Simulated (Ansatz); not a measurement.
# Y: response to strain

Start from Y in the hcp (Mg type) structure (space group P6_3/mmc, No. 194; a = 3.652 Å, c = 5.703 Å; relaxed with 0.1 eV smearing). Axes: x lies along a and z along c of the hexagonal cell.

Strains are applied to the cell and any free atomic positions relax; under biaxial strain the out-of-plane vector relaxes too.

All numbers come from PBE (Ansatz, an electronic-structure program, PAW, no spin-orbit coupling).

Notes on the quantities. in-plane stress: mean in-plane stress (compression positive).

| variant | in-plane stress | out-of-plane strain | shortest interatomic distance |
|---|---|---|---|
| base | – | – | 3.546 Å |
| biaxial strain −3.00 %, plane normal [001], relaxed out of plane | +2.8 GPa | +1.78 % | 3.543 Å |
| biaxial strain −2.50 %, plane normal [001], relaxed out of plane | +2.3 GPa | +1.46 % | 3.549 Å |
| biaxial strain −1.50 %, plane normal [001], relaxed out of plane | +1.4 GPa | +0.85 % | 3.547 Å |
| biaxial strain −0.50 %, plane normal [001], relaxed out of plane | +0.4 GPa | +0.27 % | 3.546 Å |
| biaxial strain +0.50 %, plane normal [001], relaxed out of plane | -0.4 GPa | -0.26 % | 3.547 Å |
| biaxial strain +1.50 %, plane normal [001], relaxed out of plane | -1.3 GPa | -0.78 % | 3.548 Å |
| biaxial strain +2.00 %, plane normal [001], relaxed out of plane | -1.7 GPa | -1.04 % | 3.548 Å |
| biaxial strain +2.50 %, plane normal [001], relaxed out of plane | -2.1 GPa | -1.29 % | 3.549 Å |
| biaxial strain +3.00 %, plane normal [001], relaxed out of plane | -2.4 GPa | -1.53 % | 3.550 Å |

Whether these cells are dynamically stable was not tested. The final runs are not spin-polarised.
